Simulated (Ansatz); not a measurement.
System: interstitial H in 4H silicon carbide strained by -1.5 % along x and y, z held (charge state +1). Computed with PBE, PAW (plane waves to 420 eV; Ansatz, a program for electronic structure).

Cell of 72 host sites held at the strained lattice (strain from the relaxed PBE one, atoms relaxed); a 2×2×2 k-point mesh shifted by half a step along c; Fermi-Dirac width 0.01 eV, spin-restricted; finite-size errors left in. Static, classical nuclei. The charge state is imposed; whether it is stable for some Fermi level was not computed. Sites that were not tried may lie lower.

Relaxed starting cell (atoms counted from 1):

```yaml
crystal:
  lattice:
    - [9.14303, 0.00000, 0.00000]
    - [-4.57152, 7.91810, 0.00000]
    - [0.00000, 0.00000, 10.12928]
  atoms:
    - { symbol: Si, position: [0.00040, 0.00096, 0.50110] }
    - { symbol: Si, position: [0.99941, 0.33278, 0.50194] }
    - { symbol: Si, position: [0.99919, 0.66805, 0.50168] }
    - { symbol: Si, position: [0.33353, 0.00219, 0.50160] }
    - { symbol: Si, position: [0.33320, 0.33447, 0.49980] }
    - { symbol: Si, position: [0.33350, 0.66823, 0.50133] }
    - { symbol: Si, position: [0.66853, 0.00205, 0.50178] }
    - { symbol: Si, position: [0.66686, 0.33460, 0.50072] }
    - { symbol: Si, position: [0.66692, 0.66825, 0.49973] }
    - { symbol: Si, position: [0.00105, 0.00059, 0.00081] }
    - { symbol: Si, position: [0.99984, 0.33371, 0.00057] }
    - { symbol: Si, position: [0.99964, 0.66612, 0.00006] }
    - { symbol: Si, position: [0.33544, 0.00186, 0.00012] }
    - { symbol: Si, position: [0.33455, 0.33269, 0.99965] }
    - { symbol: Si, position: [0.33809, 0.66432, 0.98533] }
    - { symbol: Si, position: [0.66817, 0.00206, 0.00060] }
    - { symbol: Si, position: [0.66735, 0.33414, 0.00037] }
    - { symbol: Si, position: [0.66882, 0.66697, 0.99969] }
    - { symbol: Si, position: [0.22277, 0.11201, 0.75031] }
    - { symbol: Si, position: [0.22222, 0.44384, 0.74852] }
    - { symbol: Si, position: [0.22242, 0.77910, 0.74932] }
    - { symbol: Si, position: [0.55648, 0.11241, 0.75055] }
    - { symbol: Si, position: [0.55625, 0.44528, 0.74992] }
    - { symbol: Si, position: [0.55783, 0.77948, 0.74842] }
    - { symbol: Si, position: [0.88977, 0.11181, 0.75128] }
    - { symbol: Si, position: [0.88911, 0.44503, 0.75057] }
    - { symbol: Si, position: [0.88946, 0.77873, 0.75034] }
    - { symbol: Si, position: [0.11067, 0.22197, 0.25124] }
    - { symbol: Si, position: [0.10186, 0.54927, 0.25730] }
    - { symbol: Si, position: [0.11141, 0.88994, 0.25203] }
    - { symbol: Si, position: [0.44494, 0.22440, 0.25077] }
    - { symbol: Si, position: [0.44538, 0.55515, 0.24925] }
    - { symbol: Si, position: [0.45168, 0.89904, 0.25641] }
    - { symbol: Si, position: [0.77787, 0.22363, 0.25119] }
    - { symbol: Si, position: [0.77663, 0.55632, 0.25084] }
    - { symbol: Si, position: [0.77916, 0.89065, 0.25120] }
    - { symbol: C, position: [0.00058, 0.00089, 0.68759] }
    - { symbol: C, position: [0.00000, 0.33362, 0.68781] }
    - { symbol: C, position: [0.00019, 0.66736, 0.68776] }
    - { symbol: C, position: [0.33415, 0.00129, 0.68772] }
    - { symbol: C, position: [0.33421, 0.33431, 0.68635] }
    - { symbol: C, position: [0.33410, 0.66753, 0.68773] }
    - { symbol: C, position: [0.66798, 0.00163, 0.68772] }
    - { symbol: C, position: [0.66725, 0.33428, 0.68713] }
    - { symbol: C, position: [0.66718, 0.66730, 0.68632] }
    - { symbol: C, position: [0.00079, 0.00039, 0.18733] }
    - { symbol: C, position: [0.00007, 0.33330, 0.18747] }
    - { symbol: C, position: [0.00014, 0.66694, 0.18791] }
    - { symbol: C, position: [0.33430, 0.00116, 0.18777] }
    - { symbol: C, position: [0.33262, 0.33519, 0.18627] }
    - { symbol: C, position: [0.33007, 0.67190, 0.18827] }
    - { symbol: C, position: [0.66831, 0.00168, 0.18742] }
    - { symbol: C, position: [0.66678, 0.33458, 0.18708] }
    - { symbol: C, position: [0.66566, 0.66862, 0.18630] }
    - { symbol: C, position: [0.22297, 0.11104, 0.93771] }
    - { symbol: C, position: [0.22200, 0.44207, 0.93651] }
    - { symbol: C, position: [0.22391, 0.77772, 0.93779] }
    - { symbol: C, position: [0.55678, 0.11208, 0.93777] }
    - { symbol: C, position: [0.55638, 0.44518, 0.93732] }
    - { symbol: C, position: [0.56004, 0.78000, 0.93637] }
    - { symbol: C, position: [0.89003, 0.11181, 0.93854] }
    - { symbol: C, position: [0.88950, 0.44481, 0.93781] }
    - { symbol: C, position: [0.89052, 0.77861, 0.93779] }
    - { symbol: C, position: [0.11110, 0.22302, 0.43793] }
    - { symbol: C, position: [0.11031, 0.55589, 0.44080] }
    - { symbol: C, position: [0.11163, 0.88984, 0.43858] }
    - { symbol: C, position: [0.44470, 0.22383, 0.43756] }
    - { symbol: C, position: [0.44356, 0.55780, 0.43542] }
    - { symbol: C, position: [0.44561, 0.89117, 0.44038] }
    - { symbol: C, position: [0.77802, 0.22352, 0.43798] }
    - { symbol: C, position: [0.77759, 0.55677, 0.43759] }
    - { symbol: C, position: [0.77836, 0.89035, 0.43788] }
    - { symbol: H, position: [0.26464, 0.72692, 0.13045] }
```
Cell charge +1.

End state 1 differs by these moves (Å; atoms that move under 0.08 Å are left out):

```
atom  element     Δx     Δy     Δz
----  -------  -----  -----  -----
15         Si  -0.05   0.08   0.00
32         Si   0.06  -0.01   0.07
33         Si  -0.02  -0.06  -0.07
51          C   0.06  -0.10   0.00
73          H   0.86  -1.49   0.00
```

### Question
Give the forward and backward barriers to end state 1 at the level PBE, PAW.

### Answer
forward 0.13 eV, backward 0.13 eV; at the saddle point atom 73 has neighbours C at 1.11; Si at 1.71, Si at 1.79 Å. The saddle point's order was not checked, and it lies on a symmetry element of the cell, where a band can be held.

End state 2 differs by these moves (Å; atoms that move under 0.08 Å are left out):

```
atom  element     Δx     Δy     Δz
----  -------  -----  -----  -----
12         Si  -0.05  -0.01  -0.15
15         Si  -0.05   0.01   0.15
29         Si   0.12   0.00   0.00
30         Si  -0.01   0.07   0.04
33         Si  -0.01  -0.07  -0.04
73          H  -1.24   0.00   0.00
```

### Question
Estimate the forward and backward barriers to end state 2 that PBE, PAW returns for this input.

### Answer
forward 0.50 eV, backward 0.50 eV; at the saddle point atom 73 has neighbours 2 C at 1.48; Si at 1.65 Å. The saddle point's order was not checked, and it lies on a symmetry element of the cell, where a band can be held.
